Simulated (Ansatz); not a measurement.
NiAs-type NiSb was calculated with r²SCAN (Ansatz, a first-principles code, PAW).

Total energies, extrapolated to zero smearing (they compare only within this program, potentials and cutoff):

Magnetic elements are taken in their magnetic phases.

| system | energy (eV/atom) |
|---|---|
| NiAs-type NiSb, relaxed | -6172.4630 |
| fcc Ni | -5845.2914 |
| rhombohedral A7 Sb | -6499.1253 |

**Question.** Work out the enthalpy of formation per atom.

**Answer.** ΔH_f ≈ ΔE = -6172.4630 − [1 × (-5845.2914) + 1 × (-6499.1253)]/2 = -0.255 eV/atom (0 K, no vibrations). The reference value is -0.34 eV/atom (measured, 298 K, no zero-point or thermal correction, our sources range from -0.434 to -0.340; as tabulated in Zhang et al. (2018), doi:10.1038/s41524-018-0065-z), a difference of +0.085 eV/atom.

Spin–orbit coupling is left out; its size isn't shown.

The PAW data were made under PBE.
